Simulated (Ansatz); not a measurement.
**A computed series for hypothetical zinc blende NaI: response to strain**

Base system: NaI in the zinc blende structure (space group F-43m, No. 216; a = 7.163 Å; a hypothetical phase, not in the database extracts checked). Axes: x, y, z lie along the cube axes.

Strains are applied to the cell and any free atomic positions relax; under biaxial strain the out-of-plane vector relaxes too.

Levels (all Ansatz, an electronic-structure program, PAW): PBE (420 eV, without spin-orbit coupling); r2SCAN (500 eV, no spin-orbit coupling).

The base cell above is that of PBE; each level relaxes its own structures.

```csv
case,"shift of the gap caused by the change, PBE","shift of the gap caused by the change, r2SCAN"
"biaxial strain +2.26 %, plane normal [001], relaxed out of plane",-0.05 eV,-0.05 eV
isotropic strain −2.22 %,+0.11 eV,+0.12 eV
isotropic strain −1.35 %,+0.07 eV,(withheld)
uniaxial strain ε_xx = +0.20 %,0.00 eV,0.00 eV
uniaxial strain ε_yy = −1.58 %,+0.01 eV,+0.02 eV
uniaxial strain ε_yy = +2.23 %,-0.05 eV,(withheld)
uniaxial strain ε_zz = −1.42 %,+0.01 eV,(withheld)
tensor shear ε_yz = −0.70 %,-0.02 eV,-0.02 eV
"strain tensor (xx, yy, zz, yz, xz, xy) = (−0.89, +0.58, +0.04, +1.20, +0.10, −0.02) %",-0.03 eV,(withheld)
```

Problem. Complete the table.

Solution. 
- isotropic strain −1.35 %, shift of the gap caused by the change, r2SCAN: +0.07 eV
- uniaxial strain ε_yy = +2.23 %, shift of the gap caused by the change, r2SCAN: -0.05 eV
- uniaxial strain ε_zz = −1.42 %, shift of the gap caused by the change, r2SCAN: +0.01 eV
- strain tensor (xx, yy, zz, yz, xz, xy) = (−0.89, +0.58, +0.04, +1.20, +0.10, −0.02) %, shift of the gap caused by the change, r2SCAN: -0.03 eV

The two levels differ by at most about 0.02 eV. Near ties aside, they put the cases in the same order.

Spin-orbit coupling, missing from the scalar runs, can matter with I. Stability against distortions was not tested.
